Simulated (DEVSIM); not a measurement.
System: n-channel Si fully depleted SOI MOSFET with Al2O3, at 300 K.

```yaml
gate_length: 30 nm
source_drain_length: 24 nm
dielectric_thickness: 1.6 nm
lateral_straggle: 1.9 nm
underlap: 0 nm
body_thickness: 8.8 nm
buried_oxide: 50 nm
gate_work_function: 4.31 eV
source_and_drain_doping: 5.6e19 cm⁻³, Gaussian tails under the gate
body_doping: 9e17 cm⁻³
lifetime: 1e-8 s
supply: 0.6 V
back_work_function: 4.51 eV
```

All mobilities are scaled by 0.4; velocity saturation, μ/(1 + (μE/vsat)^b)^(1/b) with b = 2 for electrons and 1 for holes and E the electric field along each mesh edge, is on. Mobility is constant in doping.

This is a model device: material constants are rounded textbook-type values typed into the input, and sizes, dopings and lifetimes were drawn at random. Values at 300 K.

Si: gap (eV) 1.124, affinity (eV) 4.05, permittivity 11.7, Nc (cm⁻³) 2.86e19, Nv (cm⁻³) 3.1e19, μn (cm²/Vs) 1417, μp (cm²/Vs) 470, vsat,n (cm/s) 1e7, vsat,p (cm/s) 8.4e6. Al2O3: gap (eV) 6.8, affinity (eV) 1.35, permittivity 9. SiO2: gap (eV) 9, affinity (eV) 0.9, permittivity 3.9.

Simulated with DEVSIM: 2D drift-diffusion, Boltzmann statistics, complete ionisation; no quantum confinement, tunnelling, impact ionisation, self-heating, contact resistance or fringe fields beside the gate. Metal contacts follow the ideal Schottky-Mott rule: no Fermi-level pinning, no interface dipoles.

Transfer curves, |Id| in μA/μm:

| Vg (V) | Vd = 0.05 V | Vd = 0.6 V |
|---|---|---|
| -0.18 | 0.01212 | 0.2917 |
| -0.15 | 0.02361 | 0.5428 |
| -0.12 | 0.04591 | 0.9947 |
| -0.09 | 0.08912 | 1.794 |
| -0.06 | 0.1726 | 3.179 |
| -0.03 | 0.3334 | 5.519 |
| 0 | 0.6414 | 9.337 |
| 0.03 | 1.227 | 15.30 |
| 0.06 | 2.327 | 24.12 |
| 0.09 | 4.356 | 36.54 |
| 0.12 | 8.006 | 53.39 |
| 0.15 | 14.33 | 75.71 |
| 0.18 | 24.78 | 104.8 |
| 0.21 | 40.95 | 141.9 |
| 0.24 | 64.21 | 188.3 |
| 0.27 | 95.22 | 244.3 |
| 0.3 | 133.8 | 309.6 |
| 0.33 | 179.0 | 383.7 |
| 0.36 | 229.8 | 465.4 |
| 0.39 | 284.9 | 553.8 |
| 0.42 | 343.2 | 647.9 |
| 0.45 | 403.3 | 746.5 |
| 0.48 | 464.4 | 849.0 |
| 0.51 | 525.6 | 954.8 |
| 0.54 | 586.0 | 1063 |
| 0.57 | 645.2 | 1174 |
| 0.6 | 702.6 | 1287 |

Task: Work out the subthreshold swing at low drain bias from the rows at -0.18 and -0.15 V, and compare it with the thermal limit.

Result: log10(0.02361/0.01212) = 0.290 over 30.0 mV, so S = 104 mV/decade. The limit kT/q ln 10 is 59.5 mV/decade; the ratio is 1.74. This is the steepest step of the table.

Task: Find both thresholds at the constant current 0.1 μA × (1 μm/L) a micrometre, and the DIBL.

Result: The current is 3.33 μA/μm. Interpolating ln Id gives 0.077 V and -0.057 V; their difference over the 0.55 V of drain bias is 240 mV/V.

Task: Give the natural length λ = √(ε_body t_body t_ox / (ε_ox)) and the gate length in units of it.

Result: λ = 4.28 nm and L/λ = 7.0. The formula is that for thin layers, and L is the gate's length, not the shorter one between the doping tails.

Source and drain are degenerate, where Boltzmann statistics are only rough. The electric field that drives the saturation includes the junctions' built-in field, which lowers the mobility there even at small currents: subthreshold currents come out too low, a known weakness of this choice.
